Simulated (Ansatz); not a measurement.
The reference is TiO2 in the anatase structure (space group I4_1/amd, No. 141; a = 3.799 Å, c = 9.701 Å).

All numbers come from PBE, PAW, 420 eV (Ansatz, a program for electronic structure; no spin-orbit coupling).

Before the change:

```
Property     Value
--------  --------
Band gap   2.13 eV
Pressure  0.00 GPa
```

Perturbation: the cell is scaled by 0.9760 in all directions, atoms relaxed at fixed cell.

How does this affect the band gap?

The band gap grows by 0.079 eV (2.13 eV → 2.20 eV).

Estimate the effect on the pressure.

The pressure (mean of the normal stresses, compression positive) goes from zero to 16.14 GPa.

Predict the new largest internal atomic displacement.

The largest internal atomic displacement amounts to 0.024 Å.

The cells carry an imposed strain or load. Stability against distortions was not tested. All final runs are without spin polarisation.
